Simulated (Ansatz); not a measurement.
For TiAg (P4/nmm, No. 129; structure not from a measured cell), LDA in Ansatz (plane waves, PAW) gives:

```
Quantity              Result
-------------------  -------
lattice parameter a  2.828 Å
lattice parameter c  8.005 Å
```

Problem. What does r²SCAN (PAW; Ansatz, a first-principles code) give for the same quantities?

Solution. 
- lattice constant a: 2.892 Å (goes up by 2.3 %)
- lattice parameter c: 8.195 Å (increases by 2.4 %)

Changes are worked out from the printed values.

Unless a cell is named, each level is at its own relaxed cell (LDA 16.01, r²SCAN 17.13 Å³/atom).

Caveats: the relaxation could not lower the start's symmetry, so the cell can be a saddle point above a distorted one (LDA, r²SCAN). Ansatz's density-functional and Hartree–Fock values are scalar-relativistic unless marked +SOC, with PAW data made under PBE.
